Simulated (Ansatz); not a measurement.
The reference is ZnSiP$_{2}$ in the chalcopyrite structure (space group I-42d, No. 122; a = 5.353 Å, c = 10.445 Å).

Computed with Kohn–Sham DFT with the PBEsol functional, run in Ansatz (a program for electronic structure) with PAW and 420 eV plane waves, no spin-orbit coupling.

Base values:

The band gap is 1.16 eV and the pressure is 0.00 GPa. The gap character comes out as direct at Γ and the electron mass is 1.4 mₑ along c, 0.25 mₑ across (at Γ).

The change: an isotropic linear strain of −0.75 %, atoms relaxed at fixed cell.

**Question.** What does the calculation give for the band gap after the change?

**Answer.** The band gap drops by 0.056 eV to 1.11 eV.

**Question.** Predict the new pressure.

**Answer.** The pressure (mean of the normal stresses, compression positive) goes from zero to 2.20 GPa.

**Question.** How does this affect the gap character?

**Answer.** The gap character stays direct at Γ.

**Question.** Estimate the effect on the electron mass.

**Answer.** The electron mass becomes 1.4 mₑ along c, 0.24 mₑ across (at Γ) (base: 1.4 mₑ along c, 0.25 mₑ across (at Γ)).

Effective masses come from finite differences of ±0.01 Å⁻¹. Whether these cells are dynamically stable was not tested.
